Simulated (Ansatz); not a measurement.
The parent structure is Tl in the hcp (Mg type) structure (space group P6_3/mmc, No. 194; a = 3.476 Å, c = 5.472 Å; relaxed with 0.1 eV smearing).

Computed with Ansatz (a program for electronic structure) PBEsol, scalar-relativistic without spin-orbit coupling.

Strains are applied to the cell and any free atomic positions relax.

One change was made to it. Results:

```tsv
quantity	base	after
pressure (mean of the normal stresses, compression positive)	0.0 GPa	1.2 GPa
energy relative to the base (free energy F)	0 meV/atom	+3.1 meV/atom
band gap	zero	zero
```

### Question
Which change produced these results?
A. isotropic strain −1.00 %
B. isotropic strain −2.50 %
C. isotropic strain −0.50 %
D. isotropic strain +3.00 %
E. isotropic strain +2.50 %

### Answer
A, isotropic strain −1.00 %. For comparison, the energy relative to the base in the other runs: isotropic strain +2.50 % gives +16 meV/atom; isotropic strain −2.50 % gives +20 meV/atom; isotropic strain +3.00 % gives +23 meV/atom; isotropic strain −0.50 % gives +0.7 meV/atom.

Stability against distortions was not tested.
